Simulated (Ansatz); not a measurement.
# A computed series for CdS: element substitutions

Start from CdS in the wurtzite structure (space group P6_3mc, No. 186; a = 4.164 Å, c = 6.767 Å).

Each row replaces one element on all its sites; cell and atoms are relaxed.

Method: Ansatz (a first-principles code) r2SCAN, spin-orbit coupling left out.

```tsv
change	space group	density
base	P6_3mc (No. 186)	4.72 g/cm³
S → Os	P6_3/mmc (No. 194)	10.62 g/cm³
S → Se	P6_3mc (No. 186)	(withheld)
S → Te	P6_3mc (No. 186)	5.65 g/cm³
```

### Question
Complete the table.

### Answer

- S → Se, density: 5.50 g/cm³

No phonon test of stability was made. As relaxed here, CdOs is a hypothetical phase, not in the database extracts checked. For CdTe in this form, whether it has been made was not checked. All final runs are without spin polarisation. CdOs has a high density of states at the Fermi level and may be magnetic at this level. This is not the structure that CdTe has at room temperature and ambient pressure.
